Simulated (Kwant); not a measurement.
Model: Hückel tight-binding model, one pz orbital an atom, one spin, coherent transport at 0 K (Kwant). Conductance is in e²/h.

System: π system c1cncnc1 between two chain leads. The π system is taken as planar. Atoms are numbered from 0 in the order of the SMILES. Site energies (eV, carbon 0): [0.0, 0.0, -1.2, 0.0, -1.2, 0.0]. Bonds (i, j, β in eV): (0,1,-2.4) (1,2,-2.4) (2,3,-2.4) (3,4,-2.4) (4,5,-2.4) (5,0,-2.4). Leads: chains of hopping −3.6 eV, joined by −0.72 eV to atoms 1 and 3.

Site energies and bond integrals are typed Hückel values.

Sweep values stay those of the base run.

One input was changed, with this effect: transmission at E = 0 < 1e-12 → 0.00090.

### Question
Which change was it?
A) contacts moved from atoms [1, 3] to [1, 5]
B) contacts moved from atoms [1, 3] to [0, 1]
C) contacts moved from atoms [1, 3] to [0, 3]

### Answer
A, contacts moved from atoms [1, 3] to [1, 5]
